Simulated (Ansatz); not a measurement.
Effect of uniaxial strain ε_zz = −0.60 % on SnO2

Start from SnO2 in the rutile structure (space group P4_2/mnm, No. 136; a = 4.722 Å, c = 3.190 Å). Axes: x, y, z lie along a, b, c of the conventional cell.

Perturbation: uniaxial strain ε_zz = −0.60 %, all other strain components held at zero; the atoms relax in the strained cell.

Level of theory: LDA/PAW in Ansatz (a quantum-chemistry and plane-wave program), no spin-orbit coupling. Settings: 7×7×10 k-points, 0.05 eV Fermi–Dirac smearing.

The volume per atom shrinks by 0.07 Å³ (11.86 Å³ → 11.79 Å³) and the space group remains P4_2/mnm (No. 136). The shortest interatomic distance is nearly the same (2.044 Å against 2.042 Å) and the energy goes up by 0.6 meV/atom. The pressure (mean of the normal stresses, compression positive) goes from zero to 1.51 GPa and the band gap goes up by 0.084 eV, from 1.16 eV to 1.25 eV. The gap character is still direct at Γ and the electron mass changes from 0.18 mₑ along c, 0.20 mₑ across (at Γ) to 0.19 mₑ along z, 0.21 mₑ across (at Γ). The hole mass goes from 1.7 mₑ along c, 1.2 mₑ across (at Γ) to 1.7 mₑ along z, 1.2 mₑ across (at Γ) and the valence-band top at Γ (three highest levels, from the VBM) becomes 0.00, -0.82, -0.82 eV (base: 0.00, -0.80, -0.80 eV). The stress (xx, yy, zz, yz, xz, xy; compression positive) amounts to (0.94, 0.94, 2.64, 0.00, 0.00, 0.00) GPa.

Final structure:

```xyz
6
Lattice="4.7224 0.0000 0.0000 0.0000 4.7224 0.0000 0.0000 0.0000 3.1712" Properties=species:S:1:pos:R:3 pbc="T T T"
Sn     0.0000     0.0000     0.0000
Sn     2.3612     2.3612     1.5856
O      1.4440     1.4440     0.0000
O      3.8052     0.9172     1.5856
O      0.9172     3.8052     1.5856
O      3.2784     3.2784     0.0000
```

Effective masses come from finite differences of ±0.01 Å⁻¹. Stability against distortions was not tested.
